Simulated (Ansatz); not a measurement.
Cl on the 1x1 (111) surface of fcc Rh, one in a 2x2 cell, energies for each (25.4 Å²). Energies are against ½ Cl2(g), without zero-point or thermal terms; each row is named by its start.

All values below come from PBE (plane waves to 420 eV, PAW; Ansatz, an electronic-structure program).

Task: Which site binds most strongly?
A. hollow Rh-Rh-Rh over Rh at depth 4.4 Å
B. top Rh
C. hollow Rh-Rh-Rh over Rh at depth 2.2 Å

Result: A, hollow Rh-Rh-Rh over Rh at depth 4.4 Å. Adsorption energies: hollow Rh-Rh-Rh over Rh at depth 4.4 Å -1.96 eV; hollow Rh-Rh-Rh over Rh at depth 2.2 Å -1.87 eV; top Rh -1.46 eV.
